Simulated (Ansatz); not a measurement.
The reference is Cu$_{3}$Au in the Cu3Au type structure (space group Pm-3m, No. 221; a = 3.7135 Å).

Method: PBEsol (Ansatz, a program for electronic structure; PAW; 420 eV plane waves; spin-orbit coupling left out).

For the base:

* **Band gap**: zero
* **Lattice parameter a**: 3.713 Å

Perturbation: every Cu is replaced by Ga, then cell and atoms are relaxed.

Tabulated Pauling electronegativity and covalent radius: Cu 1.90, 1.32 Å; Ga 1.81, 1.22 Å.

### Question
Predict the new band gap.

### Answer
The band gap stays zero.

### Question
What does the calculation give for the lattice parameter a after the change?

### Answer
The lattice parameter a grows by 0.394 Å (3.713 Å → 4.107 Å).

Stability against distortions was not tested. As relaxed here, Ga3Au is a hypothetical phase, not in the database extracts checked. All final runs are without spin polarisation.
